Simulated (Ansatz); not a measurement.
Ansatz (a quantum-chemistry and plane-wave program) is run on Hf₂Cu (I4/mmm, 3 atoms in the cell), and the run fails. The aim is a self-consistent single point with DFT, r2SCAN, plane waves, default PAW files made with PBE.

Input:

Ansatz 0.2 input:
```yaml
# Hf2Cu
crystal:
  lattice:
    - [-1.58475000, 1.58475000, 5.56665000]
    - [1.58475000, -1.58475000, 5.56665000]
    - [1.58475000, 1.58475000, -5.56665000]
  atoms:
    - { symbol: Hf, position: [0.34000000, 0.34000000, 0.00000000] }
    - { symbol: Hf, position: [0.66000000, 0.66000000, 0.00000000] }
    - { symbol: Cu, position: [0.00000000, 0.00000000, 0.00000000] }
basis:
  ecutwfc: 30
kpoints:
  mp_grid:
    grid: [12, 12, 12]
    shift: [0.5, 0.5, 0.5]
hamiltonian:
  xc: r2scan
  pseudopotentials:
    kind: paw
scf:
  occupations:
    method: cold
    width: 0.01 Ry
output:
  forces: true
  eigenvalues: true
  stress: true
```

Log, with long lists cut:

```
Error: inconsistent input (basis.ecutwfc, kpoints): the smallest per-k basis holds n_pw = 16 plane waves (k-point 71, counted from 0 among those solved) but the deck needs at least 37 band(s) per channel, and no run solves more bands than the smallest per-k basis has plane waves; raise basis.ecutwfc until the smallest per-k basis, which caps the automatic band count, holds at least 37 plane waves
```

Question: From the messages shown, name the fault and mend the input.

Answer: The fault is this: a cutoff meant in Ry typed as a bare number, read as eV; here the program stops on it instead of giving results. To fix it, convert the value to the unit that the key expects. The program stopped before any SCF iteration.

The sound input it was made from differs as follows (other fixes are possible):
```diff
-basis:
-  ecutwfc: 30
```

With that input, the run converged in 10 iterations: free energy E − TS (on the zero of these files) -38097.7873 eV; Fermi level (on the code's own zero) 19.33 eV; pressure -0.05 GPa; largest force (vector length) 0.783 eV/Å (DFT, r2SCAN, plane waves, default PAW files made with PBE).

On the sound input: the starting cell comes from a database of published, mostly measured structures (it also holds non-ambient and calculated ones), without a prior relaxation at this level. Spin polarisation is off. Ansatz's pressure includes its estimate of the finite-basis (Pulay) stress.
